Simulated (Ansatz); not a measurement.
Method: PBE (plane waves to 420 eV, PAW; Ansatz, a program for electronic structure).

Planar average of the electrostatic potential across the slab, in eV from the highest filled level, for a constructed model of the (0001) surface of wurtzite GaN, Ga-terminated, 2x2 Ga adatom at T1 (bottom of the slab: 3 H on 4 bottom sites):

(z (Å), V (eV)): (3.73, 2.43); (4.02, 2.43); (4.31, 2.43); (4.59, 2.43); (4.88, 2.43); (5.17, 2.43); (5.45, 2.43); (5.74, 2.43); (6.03, 2.42); (6.31, 2.42); (6.60, 2.41); (6.89, 2.38); (7.18, 2.32); (7.46, 2.18); (7.75, 1.84); (8.04, 0.66); (8.32, -0.02); (8.61, -0.64); (8.90, -5.59); (9.19, -11.30); (9.47, -12.53); (9.76, -9.94); (10.05, -7.69); (10.33, -5.79); (10.62, -2.56); (10.91, 0.06); (11.19, -0.41); (11.48, -5.12); (11.77, -10.75); (12.06, -12.22); (12.34, -9.74); (12.63, -7.56); (12.92, -5.86); (13.20, -2.80); (13.49, 0.07); (13.78, 0.05); (14.06, -4.25); (14.35, -10.02); (14.64, -12.15); (14.93, -9.97); (15.21, -7.64); (15.50, -6.09); (15.79, -3.23); (16.07, -0.13); (16.36, 0.37); (16.65, -3.36); (16.94, -9.22); (17.22, -12.13); (17.51, -10.37); (17.80, -7.81); (18.08, -6.34); (18.37, -3.71); (18.66, -0.45); (18.94, 0.60); (19.23, -2.26); (19.52, -8.06); (19.81, -11.60); (20.09, -10.59); (20.38, -7.83); (20.67, -6.28); (20.95, -3.99); (21.24, -0.87); (21.53, 1.45); (21.81, 2.72); (22.10, 3.14); (22.39, 2.93); (22.68, 2.12); (22.96, 1.41); (23.25, 1.12); (23.54, 1.27); (23.82, 1.87); (24.11, 2.82); (24.40, 3.67); (24.69, 4.09); (24.97, 4.31); (25.26, 4.42); (25.55, 4.48); (25.83, 4.51); (26.12, 4.53); (26.41, 4.53); (26.69, 4.54); (26.98, 4.54); (27.27, 4.54); (27.56, 4.54); (27.84, 4.54)

Model: 44-atom slab, 14.8 Å thick at the start with caps and adatoms, 4x4x1 mesh, Fermi-Dirac 0.025 eV, dipole correction, 8 atoms held, the rest relaxed; start symmetry kept, larger cells not searched; no spin, no spin-orbit, no U. In PBE it lies 0.36 eV a 1x1 cell over the lowest computed structure of the same composition (2x2 Ga adatom at T4).

### Question
The surface cell has an area of 35.88 Å². What dipole along the normal does the step between the two vacuum levels imply?

### Answer
the top vacuum level lies 2.11 eV above the bottom one; p = −ε₀ A ΔV (ε₀ = 0.005526 e/(V·Å)) gives -0.42 e·Å a cell.
